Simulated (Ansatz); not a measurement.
The reference is BaHfO₃ in the cubic perovskite structure (space group Pm-3m, No. 221).

```
BaHfO3
1.0
    4.20624     0.00000     0.00000
    0.00000     4.20624     0.00000
    0.00000     0.00000     4.20624
Ba Hf O
1 1 3
Direct
  0.00000   0.00000   0.00000
  0.50000   0.50000   0.50000
  0.50000   0.00000   0.50000
  0.00000   0.50000   0.50000
  0.50000   0.50000   0.00000
```

Calculations: Ansatz (a first-principles code), PBE, PAW, cutoff 420 eV, without spin-orbit coupling.

Before the change:

| Item | Value |
|---|---|
| Density | 8.12 g/cm³ |
| Electron mass | 0.35, 0.35, 2.3 mₑ (at Γ) |

One thing is altered: a hydrostatic pressure of 5 GPa.

**Question.** Estimate the effect on the density, electron mass and mean gap deformation potential ΔEg/Δln V.

**Answer.** The density goes up by 0.25 g/cm³, from 8.12 g/cm³ to 8.37 g/cm³; the electron mass (degenerate bands, along [100]) changes from 0.35, 0.35, 2.3 mₑ (at Γ) to 0.34, 0.34, 2.3 mₑ (at Γ); the mean gap deformation potential ΔEg/Δln V amounts to -2.1 eV.

Spin-orbit coupling, missing from the scalar runs, can matter with Hf. Load acts through the strain it causes; cell and atoms are relaxed under it. Effective masses come from finite differences of ±0.01 Å⁻¹. No phonon test of stability was made. Competing high-pressure phases were not computed.
